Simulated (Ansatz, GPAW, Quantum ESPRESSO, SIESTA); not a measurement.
SiMo₃ (Pm-3n, 8 atoms in the cell) computed with different codes at matched settings

Self-consistent single point, at a second geometry (lattice scaled by 0.98). First geometry:

```yaml
crystal:
  lattice:
    - [4.87063, 0.00000, 0.00000]
    - [0.00000, 4.87063, 0.00000]
    - [0.00000, 0.00000, 4.87063]
  atoms:
    - { symbol: Si, position: [0.50000, 0.50000, 0.50000] }
    - { symbol: Si, position: [0.00000, 0.00000, 0.00000] }
    - { symbol: Mo, position: [0.00000, 0.50000, 0.25000] }
    - { symbol: Mo, position: [0.00000, 0.50000, 0.75000] }
    - { symbol: Mo, position: [0.25000, 0.00000, 0.50000] }
    - { symbol: Mo, position: [0.75000, 0.00000, 0.50000] }
    - { symbol: Mo, position: [0.50000, 0.25000, 0.00000] }
    - { symbol: Mo, position: [0.50000, 0.75000, 0.00000] }
```

Shared settings, as Ansatz (an electronic-structure program) writes them: kpoints.mp_grid.grid = 5 5 5; scf.occupations.method = gaussian; scf.occupations.width = 0.0147 Ry. Potentials and cutoffs stand in the table.

```csv
code,model,ΔF from the first geometry (meV/atom),pressure (GPa),cutoff
Ansatz,"PBE, default PAW files",74.1,23.74,30.9 Ry
GPAW,"PBE, GPAW PAW datasets PBE (gpaw-data 1.0.1)",73.3,23.43,550 eV
Quantum ESPRESSO,"PBE, PseudoDojo standard norm-conserving (PBE) pseudopotentials",75.6,24.05,80 Ry
SIESTA,"GGA PBE, numerical atomic orbitals DZP, PseudoDojo PBE standard norm-conserving potentials (rewritten from UPF to PSML)",80.5,25.54,grid 300 Ry
```

On Ansatz's run: spin polarisation is off.

The spread over the programs that give each value: ΔF from the first geometry within 7.2 meV/atom; pressure within 2.11 GPa.

SIESTA uses small atom-centred bases, whose incompleteness enters pressures, forces and empty levels differently from a plane-wave cutoff. Ansatz's pressure is given at a fixed set of plane waves, as the other plane-wave codes print theirs; with its correction for the finite basis it is 23.79 GPa. In the pressure, SIESTA (by 1.80) lies more than 1 GPa from the median of the plane-wave programs.

The starting cell comes from a database of computed structures (which also holds hypothetical and non-ambient phases and stackings), without a prior relaxation at this level. Its lattice was rescaled by a random factor within 2.5 % of one. For this run, on top of that: lattice scaled by 0.98.

Left out of this page: Elk and FLEUR (not drawn, or without a comparable value).

Keys are those of Ansatz 0.2.
